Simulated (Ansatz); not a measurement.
Input and output of a self-consistent single point for LuBi (I4mm, 2 atoms in the cell) (Ansatz, an electronic-structure program).

Level of theory: LDA (PW92), default PAW files made with PBE (plane waves; Ansatz).

```yaml
crystal:
  lattice:
    - [0.00000, 3.11748, 3.11748]
    - [3.11748, 0.00000, 3.11748]
    - [3.11748, 3.11748, 0.00000]
  atoms:
    - { symbol: Lu, position: [0.50802, 0.50802, 0.49198] }
    - { symbol: Bi, position: [0.00000, 0.00000, 0.00000] }
```

Reference input (self-consistent single point, DFT, LDA (PW92), plane waves, default PAW files made with PBE): basis.ecutwfc = 30.9 Ry; kpoints.mp_grid.grid = 9 9 9; hamiltonian.xc = lda; hamiltonian.pseudopotentials = {kind: paw} (the program's default PAW files); scf.occupations.method = fermi_dirac; scf.occupations.width = 0.0073 Ry. This run's input differs from it in these lines:

Ansatz 0.2 input:
```diff
@@ -13,3 +13,3 @@
   mp_grid:
-    grid: [9, 9, 9]
+    grid: [15, 15, 15]
 hamiltonian:
@@ -21,3 +21,3 @@
     method: fermi_dirac
-    width: 0.0073 Ry
+    width: 0.0367 Ry
 output:
```

Output (repeated stretches shortened):

```
SCF iter   1: F=—  HF=-26580.626637 eV  |F-HF|=—  |Δ(HF+E_count)|=         —  Δρ=5.34e-3  dr2=3.09e-2  ethr=1.77e-3  ⟨swp⟩=5.7  Hψ=36002  notcnv=0
all-band conjugate gradients solve this SCF's bands
preconditioner: auto → Kerker (q_TF=auto, 2.546 Å⁻¹)
SCF iter   2: F=—  HF=-26580.618977 eV  |F-HF|=—  |Δ(HF+E_count)|=   7.66e-3  Δρ=3.41e-3  dr2=1.15e-2  ethr=7.73e-5  ⟨swp⟩=2.0  Hψ=16534  notcnv=0
   [... lines left out ...]
SCF iter   5: F=—  HF=-26580.615320 eV  |F-HF|=—  |Δ(HF+E_count)|=   1.99e-5  Δρ=1.78e-4  dr2=1.04e-5  ethr=2.46e-7  ⟨swp⟩=2.8  Hψ=15868  notcnv=0
SCF iter   6: F=—  HF=-26580.615321 eV  |F-HF|=—  |Δ(HF+E_count)|=   6.83e-7  Δρ=4.11e-5  dr2=6.32e-7  ethr=2.60e-8  ⟨swp⟩=3.0  Hψ=15972  notcnv=0
SCF iter   7: F=—  HF=-26580.615319 eV  |F-HF|=—  |Δ(HF+E_count)|=   1.63e-6  Δρ=9.63e-6  dr2=3.34e-8  ethr=2.50e-10  ⟨swp⟩=10.8  Hψ=58671  notcnv=0
SCF iter   8: F=-26580.615319 eV  HF=-26580.615319 eV  |F-HF|=1.21e-8  |Δ(HF+E_count)|=   3.91e-8  Δρ=2.73e-6  dr2=4.48e-9  ethr=8.35e-11  ⟨swp⟩=5.3  Hψ=32792  notcnv=0
SCF 1 converged in 8 iterations: F = -26580.615319 eV  dr2 = 4.48e-9
Free energy (F): -26580.615319 eV
Internal energy: -26579.857159 eV  (E = F + TS)
E sigma→0 (E₀):  -26580.236239 eV
Entropy (-TS):   -0.758160 eV (-379.080 meV/atom)
Fermi energy:    12.209670 eV
--- Forces (eV/Å), atoms counted from 1 ---
  atom   1  Lu     0.00000000     0.00000000    -0.20025833
  atom   2  Bi     0.00000000     0.00000000     0.20026359
--- Stress (GPa, compression-positive) ---
       -3.971968       0.000000       0.000000
        0.000000      -3.971968       0.000000
        0.000000       0.000000      -3.799814
  P = ⅓ Tr σ = -3.9146 GPa (-39.146 kbar)
  The stress holds the Pulay correction. Without it, at fixed plane waves, as pw.x and ABINIT print it: P = -3.9449 GPa
```

The run converged in 8 iterations. Against the reference run the free energy drops by 130 meV/atom, the pressure goes from -4.66 to -3.91 GPa and the largest force goes from 0.192 to 0.200 eV/Å.

The starting cell comes from a database of computed structures (which also holds hypothetical and non-ambient phases and stackings), without a prior relaxation at this level. Its lattice was rescaled by up to half a per cent. One atom was moved a little off its site on purpose. With a pressure of about -4 GPa the cell is away from its equilibrium volume at this level. Ansatz's pressure includes its estimate of the finite-basis (Pulay) stress.
